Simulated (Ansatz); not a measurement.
Reference: BAs (F-43m), r2SCAN with spin-orbit coupling, rigid bands (plane waves, PAW; Ansatz, a quantum-chemistry and plane-wave program); axes and stresses refer to this cell.

```
CELL_PARAMETERS angstrom
      0.00000     2.38394     2.38394
      2.38394     0.00000     2.38394
      2.38394     2.38394     0.00000
ATOMIC_POSITIONS crystal
  B  0.00000 0.00000 0.00000
  As 0.25000 0.25000 0.25000
```

* **band gap**: 1.30 eV
* **hole conductivity mass**: 0.32 mₑ
* **Seebeck coefficient, p-type 1e19 cm⁻³**: 238 μV/K

Problem. After one change the values are band gap 0.54 eV; hole conductivity mass 0.24 mₑ; Seebeck coefficient, p-type 1e19 cm⁻³ 131 μV/K. Which change was made?
A) biaxial stress in (001) of 9.6 GPa (compression positive)
B) biaxial stress in (001) of -6.4 GPa (compression positive)
C) biaxial stress in (001) of 6.4 GPa (compression positive)
D) uniaxial stress along [001] of 9.6 GPa (compression positive)

Solution. D, uniaxial stress along [001] of 9.6 GPa (compression positive)

Masses are for dilute carriers at 300 K, harmonic means over directions unless an axis is named. Seebeck coefficients are for the stated density at 300 K, with one relaxation time for all states and whether or not that doping can be reached. Stresses and pressures are the targets of the relaxation.  The structure type is held under load, also where the real crystal would transform.
